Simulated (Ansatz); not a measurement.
Start from MoSi₂ (space group I4/mmm, No. 139).

```
MoSi2
1.0
   -1.60086     1.60086     3.90929
    1.60086    -1.60086     3.90929
    1.60086     1.60086    -3.90929
Mo Si
1 2
Direct
  0.00000   0.00000   0.00000
  0.33530   0.33530   0.00000
  0.66470   0.66470   0.00000
```

Computed with plane-wave PAW DFT at the r2SCAN level (Ansatz, a first-principles code, 500 eV), spin-orbit coupling left out.

For the base:

| Quantity | Result |
|---|---|
| c/a ratio | 2.442 |
| Lattice parameter a | 3.202 Å |

One thing is altered: Os takes the place of Si on all its sites, then cell and atoms are relaxed.

Tabulated Pauling electronegativity and covalent radius: Si 1.90, 1.11 Å; Os 2.20, 1.44 Å.

Q: Predict the new c/a ratio.

A: The c/a ratio rises by 0.225 to 2.667.

Q: Estimate the effect on the lattice parameter a.

A: The lattice parameter a goes up by 0.021 Å (3.202 Å → 3.223 Å).

Stability against distortions was not tested. As relaxed here, MoOs2 is a hypothetical phase, not in the database extracts checked. All final runs are without spin polarisation.
